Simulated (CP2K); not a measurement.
A self-consistent single point of Ca3AsP (Pm-3m, 5 atoms in the cell) with CP2K.

Method: LDA (Pade form), GPW, DZVP-MOLOPT-SR-GTH basis, GTH-PADE potentials (GTH_POTENTIALS) run with CP2K.

```
Ca3AsP
1.0
    5.42485     0.00000     0.00000
    0.00000     5.42485     0.00000
    0.00000     0.00000     5.42485
Ca P As
3 1 1
Direct
  0.00000   0.50000   0.50000
  0.50000   0.00000   0.50000
  0.50000   0.50000   0.00000
  0.00000   0.00000   0.00000
  0.50000   0.50000   0.50000
```

Reference input (self-consistent single point, DFT PBEsol, GPW, DZVP-MOLOPT-SR-GTH basis, GTH-PBE potentials (GTH_POTENTIALS)): CUTOFF = 500 Ry; REL_CUTOFF = 50 Ry; SMEAR/METHOD = GAUSSIAN; SIGMA = 0.05 eV; KPOINTS/SCHEME = MONKHORST-PACK 4 4 4; GAMMA_CENTERED = T; XC_FUNCTIONAL = PBE:PBESOL; Ca/BASIS_SET = DZVP-MOLOPT-SR-GTH; Ca/POTENTIAL = GTH-PBE-q10; P/BASIS_SET = DZVP-MOLOPT-SR-GTH; P/POTENTIAL = GTH-PBE-q5; As/BASIS_SET = DZVP-MOLOPT-SR-GTH. This run's input differs from it in these lines:

```diff
@@ -44,6 +44,3 @@
     &XC
-      &XC_FUNCTIONAL
-        &PBE
-          PARAMETRIZATION PBESOL
-        &END PBE
+      &XC_FUNCTIONAL PADE
       &END XC_FUNCTIONAL
@@ -82,3 +79,3 @@
       BASIS_SET DZVP-MOLOPT-SR-GTH
-      POTENTIAL GTH-PBE-q10
+      POTENTIAL GTH-PADE-q10
     &END KIND
@@ -86,3 +83,3 @@
       BASIS_SET DZVP-MOLOPT-SR-GTH
-      POTENTIAL GTH-PBE-q5
+      POTENTIAL GTH-PADE-q5
     &END KIND
@@ -90,3 +87,3 @@
       BASIS_SET DZVP-MOLOPT-SR-GTH
-      POTENTIAL GTH-PBE-q5
+      POTENTIAL GTH-PADE-q5
     &END KIND
```

The program printed (abridged):

```
 SCF WAVEFUNCTION OPTIMIZATION

  Step     Update method      Time    Convergence         Total energy    Change
     1 NoMix/Diag. 0.20E+00      -     1.85757987      -123.6924742379 -1.24E+02
     2 Broy./Diag. 0.20E+00      -     0.04779332      -122.7165859625  9.76E-01
     3 Broy./Diag. 0.20E+00      -     0.14944780      -122.9420567507 -2.25E-01
     4 Broy./Diag. 0.20E+00      -     0.05720797      -123.1686134696 -2.27E-01
     5 Broy./Diag. 0.20E+00      -     0.02189861      -123.2532439287 -8.46E-02
     6 Broy./Diag. 0.20E+00      -     0.01005033      -123.2831042981 -2.99E-02
   [... 5 lines left out ...]
    12 Broy./Diag. 0.20E+00      -     0.00001372      -123.2934532198 -1.25E-04
    13 Broy./Diag. 0.20E+00      -     0.00000454      -123.2934412356  1.20E-05
    14 Broy./Diag. 0.20E+00      -     0.00000233      -123.2934518825 -1.06E-05
    15 Broy./Diag. 0.20E+00      -     0.00000062      -123.2934679133 -1.60E-05
  *** SCF run converged in    15 steps ***

  Overlap energy of the core charge distribution:               0.00000000000018
  Self energy of the core charge distribution:               -246.95910326358072
  Core Hamiltonian energy:                                     56.82327192938946
  Hartree energy:                                              85.14632184709214
  Exchange-correlation energy:                                -18.30391348235095
  Smearing free energy correction:                             -0.00004494387754
  Fermi energy:                                                 0.14623896755213

  Total energy:                                              -123.29346791328277
  Total energy (extrapolated to sigma->0):                   -123.29344544134401

                     Mulliken Population Analysis

   [... lines left out ...]

 STRESS| Analytical stress tensor [bar]
 STRESS|                        x                   y                   z
 STRESS|      x       -2.32208530840E+04   1.36289858276E-06   1.36388584308E-06
 STRESS|      y        1.36289858276E-06  -2.32210332114E+04   1.36307436774E-06
 STRESS|      z        1.36388584308E-06   1.36307436774E-06  -2.32209486184E+04
 STRESS| 1/3 Trace                                            -2.32209449713E+04
```

The run converged in 15 iterations. Against the reference run the pressure goes from -0.55 to -2.32 GPa.

The starting cell comes from a database of computed structures (which also holds hypothetical and non-ambient phases and stackings), without a prior relaxation at this level. Values carry the incompleteness of an atom-centred basis. The run gives no clean gap (levels at the Fermi energy touch, overlap or are partly filled at this smearing), which alone does not show that the compound is a metal.
